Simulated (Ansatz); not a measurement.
## Pressure series in ZnSe

Base system: ZnSe in the zinc blende structure (space group F-43m, No. 216; a = 5.6655 Å).

Cell and atoms are relaxed at each pressure.

Computed with r2SCAN, PAW, 500 eV (Ansatz, a program for electronic structure; without spin-orbit coupling).

```tsv
P (GPa)	V (Å³/atom)
-1.99	23.486
-0.99	23.090
0.30	22.627
0.70	22.493
1.50	22.238
3.00	21.797
5.01	21.274
7.51	20.702
10.00	20.201
```

### Question
Fit a third-order Birch–Murnaghan equation of state.

### Answer
Least squares on P(V) = (3B₀/2)[(V₀/V)^(7/3) − (V₀/V)^(5/3)]·[1 + (3/4)(B₀′ − 4)((V₀/V)^(2/3) − 1)] gives V₀ = 22.73 Å³/atom, B₀ = 65 GPa and B₀′ = 4.4.

Measured bulk modulus of ZnSe: 62.4 GPa (temperature not stated; as listed in Cormac Toher et al., Physical Review Materials (2017)); the computed value is for a static lattice, so the two differ by thermal effects too.

Between the base and pressure 7.5 GPa the gap moves from 1.87 eV to 2.28 eV, a mean slope of 55 meV/GPa.

Load acts through the strain it causes; cell and atoms are relaxed under it. Stability against distortions was not tested. Tetrahedral semiconductors of this kind turn to denser phases somewhere between about 1 and 50 GPa; those were not computed, so compressed cells here can lie past the real transition.
